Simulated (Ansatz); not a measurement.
The parent structure is BeS in the zinc blende structure (space group F-43m, No. 216; a = 4.796 Å).

Modification: a negative pressure, −2 GPa.

The values are results of DFT with LDA, PAW potentials and a 420 eV plane-wave cutoff in Ansatz (a program for electronic structure), scalar-relativistic without spin-orbit coupling, not measurements.

Base, band edges from the VBM (valence, conduction): X -2.79, 2.82; W -3.57, 6.32; L -1.09, 5.46; Γ 0.00, 5.50; K -2.32, 4.14; U -2.32, 4.14 eV.

Task: Give the band edges at the high-symmetry points of the new zone, measured from its valence-band maximum.

Result: 
```csv
point,valence edge (eV),conduction edge (eV)
Γ,0.00,5.51
X,-2.72,2.87
U,-2.26,4.16
K,-2.26,4.16
L,-1.06,5.38
W,-3.47,6.31
```

The gap is 2.87 eV, indirect, Γ → X.

Load acts through the strain it causes; cell and atoms are relaxed under it. No phonon test of stability was made.
